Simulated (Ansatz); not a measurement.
**SrNbO3 (Pm-3m, No. 221, 5 atoms in the cell; start mp-7006): lattice parameter a by level of theory**

No measured value is used here.

```
level (code)     value (Å)
---------------  ---------
LDA (Ansatz)         3.986
PBEsol (Ansatz)      4.018
r²SCAN (Ansatz)      4.037
```

The crystal itself was run without spin with LDA, PBEsol, r²SCAN; a magnetic state was not tried in these runs. LDA, PBEsol, r²SCAN: the run has no spin polarisation, so it can have missed a magnetic state. LDA, PBEsol, r²SCAN: the relaxation could not lower the start's symmetry, so the cell can be a saddle point above a distorted one. Cutoffs differ between the levels. Ansatz's density-functional and Hartree–Fock values are scalar-relativistic unless marked +SOC, with PAW data made under PBE.

A start named mp-… is a Materials Project structure, which need not be a measured phase.

Ansatz is a program for electronic structure.
